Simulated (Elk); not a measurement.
**A self-consistent single point of CsLuS₂ (P6_3/mmc, 8 atoms in the cell) with Elk**

Computed with LDA (PW92), all-electron FP-LAPW, Elk's shipped species files, default APW+lo basis run with Elk.

Input:

```
tasks
  0

xctype
  3

rgkmax
  7.0

rmtscf
  0.96

stype
  0

swidth
  0.0001

avec
    7.5385141343    0.0000000509    0.0000000000
   -3.7692571112    6.5285447216    0.0000000000
    0.0000000000    0.0000000000   30.3425386981

atoms
  3   : nspecies
  'Cs.in'   : spfname
  2   : natoms; atposl, bfcmt below
  0.3333333333  0.6666666667  0.2500000000    0.0 0.0 0.0
  0.6666666667  0.3333333333  0.7500000000    0.0 0.0 0.0
  'Lu.in'   : spfname
  2   : natoms; atposl, bfcmt below
  0.0000000000  0.0000000000  0.5000000000    0.0 0.0 0.0
  0.0000000000  0.0000000000  0.0000000000    0.0 0.0 0.0
  'S.in'   : spfname
  4   : natoms; atposl, bfcmt below
  0.3333333333  0.6666666667  0.9108800000    0.0 0.0 0.0
  0.6666666667  0.3333333333  0.0891200000    0.0 0.0 0.0
  0.6666666667  0.3333333333  0.4108800000    0.0 0.0 0.0
  0.3333333333  0.6666666667  0.5891200000    0.0 0.0 0.0

ngridk
  5 5 1
```

Output (repeated stretches shortened):

```
│ Elk code version 10.2.4 │

All units are atomic (Hartree, Bohr, etc.)

│ Ground-state run starting from atomic densities │

Lattice vectors :
   7.538514134      0.5090000000E-07   0.000000000
  -3.769257111       6.528544722       0.000000000
   0.000000000       0.000000000       30.34253870

Unit cell volume      :    1493.324028
Brillouin zone volume :   0.1661060887

Muffin-tin inner radius fraction :   0.1000000000E-01

Nuclei treated as point charges

Species :    1 (Cs)
 parameters loaded from : Cs.in
 name : caesium
 nuclear charge    :   -55.00000000
 electronic charge :    55.00000000
 atomic mass :    242271.8144
 muffin-tin radius :    2.688000000
 number of radial points in muffin-tin :    697
 atomic positions (lattice), magnetic fields (Cartesian) :
   1 :   0.33333333  0.16666667  0.25000000    0.00000000  0.00000000  0.00000000
   2 :  -0.33333333 -0.16666667 -0.25000000    0.00000000  0.00000000  0.00000000

Species :    2 (Lu)
 parameters loaded from : Lu.in
 name : lutetium
 nuclear charge    :   -71.00000000
 electronic charge :    71.00000000
 atomic mass :    318945.3295
 muffin-tin radius :    2.688000000
 number of radial points in muffin-tin :    697
 atomic positions (lattice), magnetic fields (Cartesian) :
   1 :   0.00000000  0.50000000  0.50000000    0.00000000  0.00000000  0.00000000
   2 :   0.00000000  0.50000000  0.00000000    0.00000000  0.00000000  0.00000000

Species :    3 (S)
 parameters loaded from : S.in
 name : sulphur
 nuclear charge    :   -16.00000000
 electronic charge :    16.00000000
 atomic mass :    58450.91926
 muffin-tin radius :    2.112000000
 number of radial points in muffin-tin :    397
 atomic positions (lattice), magnetic fields (Cartesian) :
   1 :   0.33333333  0.16666667 -0.08912000    0.00000000  0.00000000  0.00000000
   2 :  -0.33333333 -0.16666667  0.08912000    0.00000000  0.00000000  0.00000000
   [... lines left out ...]
Maximum |G| for potential and density :    12.00000000
 potential will be trimmed for |G| > 2 gkmax
Constant for pseudocharge density :    8
Radial integration step length :    4

G-vector grid sizes :     30    30   120
Number of G-vectors :    43537

Maximum angular momentum used for
 APW functions                      :    8
 outer part of muffin-tin           :    6
 inner part of muffin-tin           :    1

Total nuclear charge    :   -316.0000000
Total core charge       :    204.0000000
Total valence charge    :    112.0000000
Total excess charge     :    0.000000000
Total electronic charge :    316.0000000

Effective Wigner radius, rₛ :    1.041020912

Number of empty states         :   32
Total number of valence states :   88
Total number of core states    :  204

Total number of local-orbitals :  110

Exchange-correlation functional :      3     0     0
 Perdew-Wang/Ceperley-Alder, Phys. Rev. B 45, 13244 (1992)
 gradient requirement :    0
 local density approximation (LDA)

Smearing type :    0
 Gaussian
Smearing width :   0.1000000000E-03
Effective electronic temperature (K) :    31.57750248

Mixing type :    3
 Broyden mixing, J. Phys. A: Math. Gen. 17, L317 (1984)

Kohn-Sham potential initialised from atomic data
│ Self-consistent loop started │
│ Loop number : 1 │
 total energy                :     -46309.1373079
│ Loop number : 2 │
 total energy                :     -46309.8856645
RMS change in Kohn-Sham potential (target) :   0.1824954460     (  0.1000000000E-05)
Absolute change in total energy (target)   :   0.7483565710     (  0.1000000000E-03)
│ Loop number : 3 │
 total energy                :     -46309.9406522
RMS change in Kohn-Sham potential (target) :   0.1681162212     (  0.1000000000E-05)
Absolute change in total energy (target)   :   0.2420768177     (  0.1000000000E-03)
│ Loop number : 4 │
 total energy                :     -46311.6397519
RMS change in Kohn-Sham potential (target) :   0.1042090577     (  0.1000000000E-05)
Absolute change in total energy (target)   :    1.759618888     (  0.1000000000E-03)
│ Loop number : 5 │
 total energy                :     -46309.9720419
RMS change in Kohn-Sham potential (target) :   0.6257828333E-01 (  0.1000000000E-05)
Absolute change in total energy (target)   :    1.227805262     (  0.1000000000E-03)
   [... lines left out ...]
Absolute change in total energy (target)   :   0.3744258490E-01 (  0.1000000000E-03)
│ Loop number : 11 │
 total energy                :     -46305.5790166
RMS change in Kohn-Sham potential (target) :   0.3391954370E-04 (  0.1000000000E-05)
Absolute change in total energy (target)   :   0.2275055576E-01 (  0.1000000000E-03)
│ Loop number : 12 │
 total energy                :     -46305.5795882
RMS change in Kohn-Sham potential (target) :   0.5912121721E-05 (  0.1000000000E-05)
Absolute change in total energy (target)   :   0.6259219714E-02 (  0.1000000000E-03)
│ Loop number : 13 │
 total energy                :     -46305.5794698
RMS change in Kohn-Sham potential (target) :   0.1657003329E-05 (  0.1000000000E-05)
Absolute change in total energy (target)   :   0.1446435002E-02 (  0.1000000000E-03)
│ Loop number : 14 │
 total energy                :     -46305.5791145
RMS change in Kohn-Sham potential (target) :   0.6890341974E-06 (  0.1000000000E-05)
Absolute change in total energy (target)   :   0.6253721949E-05 (  0.1000000000E-03)
Convergence targets achieved

│ Loop number : 15 │

Energies :
 Fermi                       :     0.163376813746
 sum of eigenvalues          :     -28264.2354633
 electron kinetic            :      50651.9887186
 core electron kinetic       :      49133.1224376
 Coulomb                     :     -95899.7694369
 Coulomb potential           :     -77513.0885780
 nuclear-nuclear             :     -3147.01482445
 electron-nuclear            :     -107992.420647
 Hartree                     :      15239.6660344
 Madelung                    :     -57143.2251479
 xc potential                :     -1403.13560391
 exchange                    :     -1027.59958124
 correlation                 :     -30.1988846845
 total energy                :     -46305.5791842

Density of states at Fermi energy :   0.8830088213E-05
 (states/Hartree/unit cell)

Estimated indirect band gap :   0.7364123721E-01
 from k-point      1 to k-point      3
Estimated direct band gap   :   0.9256000999E-01
 at k-point      1

Charges :
 core                        :    204.0000000
 valence                     :    112.0000000
 interstitial                :    15.23646694
 muffin-tins (core leakage)
  species :    1 (Cs)
   atom    1                 :    52.80511689     (  0.2655434808E-04)
   atom    2                 :    52.80511689     (  0.2655434808E-04)
  species :    2 (Lu)
   atom    1                 :    69.02066377     (  0.1491139336E-05)
   atom    2                 :    69.02066377     (  0.1491139336E-05)
  species :    3 (S)
   atom    1                 :    14.27799293     (  0.1288689308E-03)
   atom    2                 :    14.27799293     (  0.1288689308E-03)
   atom    3                 :    14.27799293     (  0.1288689308E-03)
   atom    4                 :    14.27799293     (  0.1288689308E-03)
 total in muffin-tins        :    300.7635331
 total calculated charge     :    315.9699826
 total charge                :    316.0000000
 error                       :   0.3001743559E-01

│ Self-consistent loop stopped │
```

The run converged in 15 iterations. The count includes the last loop, which Elk runs after its targets are met.

The starting cell comes from a database of computed structures (which also holds hypothetical and non-ambient phases and stackings), without a prior relaxation at this level. Spin-orbit coupling is off. Values depend on the basis (sphere radii, cutoffs, local orbitals), which need not be converged.

Cost on one core of a shared machine: roughly 50 s.
